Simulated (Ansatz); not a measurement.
The reference is TiAl (space group P4/mmm, No. 123; a = 2.824 Å, c = 4.075 Å; relaxed with 0.1 eV smearing). Axes: x, y, z lie along a, b, c of the conventional cell.

The values are results of Ansatz (a quantum-chemistry and plane-wave program) PBE, no spin-orbit coupling, earlier PAW set, not measurements.

The change: an isotropic linear strain of −1.89 %; the atoms relax in the strained cell.

**Question.** Predict the stress tensor and what it implies for the stiffness.

**Answer.** Stress of the strained cell less that of the base (GPa, compression positive):
```
    7.2     0.0     0.0
    0.0     7.2     0.0
    0.0     0.0     7.2
```

Then B = −ΔP/(ΔV/V₀) with ΔV/V₀ = -0.0556 gives secant stiffness values (nonlinear terms included at this strain): B (at held cell shape, above the free-shape value) ≈ 130 GPa.

As a check, the harmonic strain energy −½ V₀ Δσ:ε is 21 meV/atom; the computed energy rise is 19 meV/atom.

No phonon test of stability was made. All final runs are without spin polarisation.
